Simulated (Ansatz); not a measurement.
Where the default PAW files enter, the runs use the earlier of Ansatz's two default sets.

By PBEsol, the system below comes out a metal.

A figure of merit of an interconnect metal is its ballistic conductance per area.

Here is the system:

```
CELL_PARAMETERS angstrom
      4.76064     0.00000     0.00000
      0.00000     8.52580     0.00000
      1.19937     4.26290     2.06671
ATOMIC_POSITIONS crystal
  Ti 0.00000 0.50000 0.00000
  Ti 0.50000 0.75000 0.00000
  Si 0.32514 0.16257 0.67486
  Si 0.67486 0.83743 0.32514
  Si 0.17486 0.08743 0.32514
  Si 0.82514 0.41257 0.67486
```

Space group of this cell: Fddd. The cell is taken as given; by PBEsol its mean pressure is -1.9 GPa.

The current flows along the normal of the first two printed cell vectors. No spin-orbit coupling; the value is a mean over 0.1 eV about the Fermi level.

### Question
Compute, with PBEsol run with Ansatz (a quantum-chemistry and plane-wave program), the ballistic conductance per area.

### Answer
0.66 × 10¹⁵ S/m² for both spins.
